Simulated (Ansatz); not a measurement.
## TlBr: thickness series

Take TlBr in the CsCl type structure (space group Pm-3m, No. 221; a = 3.9145 Å) as the base. Axes: x, y, z lie along the cube axes.

Free-standing slabs (2 atom(s) a layer) normal to [110] with 15 Å of vacuum; in-plane cell held at bulk.

Level of theory: PBEsol (Ansatz, a program for electronic structure), no SOC, earlier PAW set.

Candidates:
(a) 1 layer
(b) 4 layers
(c) 2 layers
(d) 7 layers
(e) 5 layers

For the base:

```
Property   Result
--------  -------
Band gap  1.59 eV
```

Task: Order them by band gap, highest first.

Result: (c) 2 layers (2.50 eV), (b) 4 layers (2.02 eV), (e) 5 layers (1.75 eV), (d) 7 layers (1.71 eV), (a) 1 layer (1.38 eV)

With Tl present, leaving out spin-orbit coupling can change the band edges. Stability against distortions was not tested.
